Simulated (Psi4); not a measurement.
Psi4 1.11, unrestricted WB97X/def2-svp: Ga(Me)3 triplet ([CH3][Ga]([CH3])[CH3]), charge 0, multiplicity 3, 13 atoms. The geometry is a generated start, not checked to be a minimum at this level.

```json
{
  "task": "energy",
  "method": "wb97x",
  "basis": "def2-svp",
  "memory": "3 GB",
  "maxiter": "100",
  "keys_of_the_molecule_block": "symmetry c1",
  "scf_type": "df (default)",
  "e_convergence": "1e-06 (default)",
  "d_convergence": "1e-06 (default)",
  "dft_radial_points": "75 (default)",
  "dft_spherical_points": "302 (default)",
  "basis_functions": "119",
  "grid_points": "280456"
}
```

```xyz
13

Ga    -0.0135     0.0047     0.0097
C     -1.4347    -1.4570    -0.1768
H     -1.1446    -2.1890    -0.9362
H     -2.3997    -1.0385    -0.4778
H     -1.5758    -2.0001     0.7619
C     -0.1611     1.7349    -1.0743
H      0.6216     1.7883    -1.8364
H     -0.0443     2.6126    -0.4317
H     -1.1268     1.8123    -1.5818
C      1.5851    -0.2742     1.2570
H      1.9881     0.6795     1.6094
H      2.3956    -0.8020     0.7456
H      1.3101    -0.8715     2.1314
```

Charge 0 and multiplicity 3 are set for this test and not shown to be the ground state.

With the defaults (diis_start = 1, diis = true, scf_initial_accelerator = adiis, damping_percentage = 0, level_shift = 0, level_shift_cutoff = 0.01, guess = auto, which took SAD, diis_max_vecs = 10, soscf = false, soscf_start_convergence = 0.01) it converges in 13 SCF iterations. One run each on 2 threads, with these changes:
- diis = false, scf_initial_accelerator = none, damping_percentage = 60
- guess = modhuckel
- scf_initial_accelerator = ediis
- soscf = true, soscf_start_convergence = 0.001
- diis_max_vecs = 6
- level_shift = 0.5, level_shift_cutoff = 0.001
- guess = sadno
- diis_start = 4
- guess = huckel

**Question.** Name the settings that don't reach the solution of the defaults.

**Answer.** No convergence: diis = false, scf_initial_accelerator = none, damping_percentage = 60 (the run ends without SCF convergence in 100 iterations). Another solution: diis_start = 4 (1500 meV higher). The rest reach the solution of the defaults.

```tsv
setting	SCF iterations	JK calls	end
soscf = true, soscf_start_convergence = 0.001	9	30	same solution
the defaults	13	14	same solution
level_shift = 0.5, level_shift_cutoff = 0.001	13	14	same solution
diis_max_vecs = 6	13	14	same solution
scf_initial_accelerator = ediis	13	14	same solution
guess = sadno	23	23	same solution
guess = huckel	25	42	same solution
guess = modhuckel	25	42	same solution
diis_start = 4	32	33	other solution, 1500 meV higher
diis = false, scf_initial_accelerator = none, damping_percentage = 60	100	101	no convergence
```

An SOSCF iteration holds several JK calls; a Hückel guess adds calls on atoms. 1 further run of the study ended by our limits or in an error and is left out.
